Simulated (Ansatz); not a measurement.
Start from Li2O in the anti-fluorite structure (space group Fm-3m, No. 225).

```
CELL_PARAMETERS angstrom
      0.00000     2.28637     2.28637
      2.28637     0.00000     2.28637
      2.28637     2.28637     0.00000
ATOMIC_POSITIONS crystal
  O  0.00000 0.00000 0.00000
  Li 0.25000 0.25000 0.25000
  Li 0.75000 0.75000 0.75000
```

Cartesian axes are those of the cell as printed.

Level of theory: Ansatz (an electronic-structure program) r2SCAN, scalar-relativistic without spin-orbit coupling.

It is then changed as follows: a free-standing slab of 2 layers (6 atoms, 3 a layer) is cut normal to [111], with 15 Å of vacuum and the in-plane cell held at bulk.

Problem. What does the calculation give for the excess energy per area of both faces after the change?

Solution. The excess energy per area of both faces (slab less bulk energy over the cell's area: twice a surface energy) is 1.31 J/m².

Problem. What does the calculation give for the gap character after the change?

Solution. The gap character amounts to direct at Γ.

Problem. What does the calculation give for the change of the spacing d12 from its bulk value of 0.660 Å after the change?

Solution. The change of the spacing d12 from its bulk value of 0.660 Å amounts to -5.7 %.

Slab and bulk use different k-meshes, which limits the precision of the excess energy. Stability against distortions was not tested. k-point labels follow each cell's own Brillouin zone.
